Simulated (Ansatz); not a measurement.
# LaGaHO2 (model structure, started from the SrVO2H type, P4/mmm, No. 123, 5 atoms in the cell)

All values below come from LDA (plane waves, PAW; Ansatz, a quantum-chemistry and plane-wave program).

Numerical settings: plane-wave cutoff 520 eV, 14×14×16 k mesh (along the axes of the cell as run), Fermi–Dirac smearing 0.05 eV, scalar-relativistic PAW data made under PBE.

Cell (relaxed at this level):

```cif
data_HGaLaO2
_chemical_formula_sum 'La1 Ga1 O2 H1'
_space_group_name_H-M_alt 'P4/mmm'
_space_group_IT_number 123
_space_group_name_Hall '-P 4 2'
_cell_length_a 4.03409
_cell_length_b 4.03409
_cell_length_c 3.48433
_cell_angle_alpha 90.000
_cell_angle_beta 90.000
_cell_angle_gamma 90.000
loop_
_atom_site_label
_atom_site_type_symbol
_atom_site_symmetry_multiplicity
_atom_site_Wyckoff_symbol
_atom_site_fract_x
_atom_site_fract_y
_atom_site_fract_z
_atom_site_occupancy
La1 La 1 d 0.50000 0.50000 0.50000 1
Ga1 Ga 1 a 0.00000 0.00000 0.00000 1
O1 O 2 f 0.00000 0.50000 0.00000 1
H1 H 1 b 0.00000 0.00000 0.50000 1
```

For LaGaHO2 (model structure, started from the SrVO2H type, P4/mmm, No. 123, 5 atoms in the cell), the band gap comes out as zero (no gap) and the bulk modulus is 141 GPa.

Note: the bulk modulus is −V dP/dV from two relaxed cells at ±2 % in volume; the relaxation could raise the start's symmetry but not lower it, so the cell can be a saddle point.

Spin–orbit coupling is not included; it can open a gap where bands touch, and shift volumes and moduli.

Computed values are for the static lattice.

A model structure was made by putting elements into a prototype or built by hand; it is no filed structure, need not be a known phase, and can be a saddle point held by its symmetry.
